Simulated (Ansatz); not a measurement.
The starting structures come from a database of crystals and need not be the phases stable at ambient conditions.

By PBEsol, the system below comes out a metal.

```
HgY
1.0
    3.70624     0.00000     0.00000
    0.00000     3.70624     0.00000
    0.00000     0.00000     3.70624
Y Hg
1 1
Direct
  0.50000   0.50000   0.50000
  0.00000   0.00000   0.00000
```

Space group of this cell: Pm-3m, CsCl type. The cell is taken as given; by PBEsol its mean pressure is -2.3 GPa.

The current flows along the normal of the first two printed cell vectors, the (001) plane of the conventional cell. No spin-orbit coupling; the value is a mean over 0.1 eV about the Fermi level.

Give the ballistic conductance per area that Ansatz (an electronic-structure program) with PBEsol yields.

0.55 × 10¹⁵ S/m² for both spins.
